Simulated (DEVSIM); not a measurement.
Device: abrupt Ge n-p junction, at 300 K.

Layer 1 from the left is Ge, thickness (μm) 6.00, Nd (cm⁻³) 4.7e16, τn (s) 9.1e-7, τp (s) 9.1e-7. Layer 2 from the left is Ge, thickness (μm) 130, Na (cm⁻³) 9.9e17, τn (s) 9.1e-7, τp (s) 9.1e-7.

Left contact: ohmic. Right contact: ohmic. Voltage is applied to the left contact. Recombination: SRH at mid-gap, Auger. Mobility is μmin + (μ − μmin)/(1 + (N/Nref)^α).

This is a model device: material constants are rounded textbook-type values typed into the input, and sizes, dopings and lifetimes were drawn at random. Values at 300 K.

Ge: gap (eV) 0.664, affinity (eV) 4, permittivity 16, Nc (cm⁻³) 1.04e19, Nv (cm⁻³) 6e18, μn (cm²/Vs) 3900, μp (cm²/Vs) 1900, μn,min 150, μp,min 100, Nref,n 2.6e17, Nref,p 4e17, αn 0.56, αp 0.6, Cn (cm⁶/s) 1e-31, Cp (cm⁶/s) 1e-31.

Simulated with DEVSIM: 1D drift-diffusion, Boltzmann statistics, complete ionisation; no tunnelling, impact ionisation, image-force lowering or self-heating.

Task: What does the simulation give for the dark forward voltage at 100 A/cm², the dark forward voltage at 1 A/cm²?

Result: dark forward voltage at 100 A/cm² 0.373 V; dark forward voltage at 1 A/cm² 0.239 V.
